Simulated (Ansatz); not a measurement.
Functionals compared on a constructed model of the (0001) surface of hcp Ru, a pseudomorphic layer of Ni in the host's stacking (bottom of the slab: a bare face, its two planes held), in Ansatz (plane waves, PAW). The structure was relaxed with PBE; the other rows are single points on it. Cutoff 420 eV.

Slab: 7 atoms, 13.1 Å thick at the start with caps and adatoms (thin: gaps and levels are the slab's own); k 16x16x1, smearing 0.1 eV, dipole-corrected; 2 atoms held, the rest relaxed; held to the start's symmetry, so lower structures may exist; spin-polarised, ending with about 0.3 μB a cell; orders that need a larger cell were not tried, no spin-orbit, no U. In PBE it is, or lies within 0.01 eV a 1x1 cell of, the lowest of the 2 structures of its composition computed so far; subsurface sites and larger cells were not tried. These notes are the PBE run's.

| functional | work function of the top face (eV) | magnetic moment of the cell (μB) | rough cost of the single point |
|---|---|---|---|
| PBE | 4.73 | 0.30 | – |
| RPBE | [?] | 0.36 | very roughly 120 core-seconds |

### Question
Complete the blanks.

### Answer

- RPBE, work function of the top face (eV): 4.55

Ansatz is a quantum-chemistry and plane-wave program.
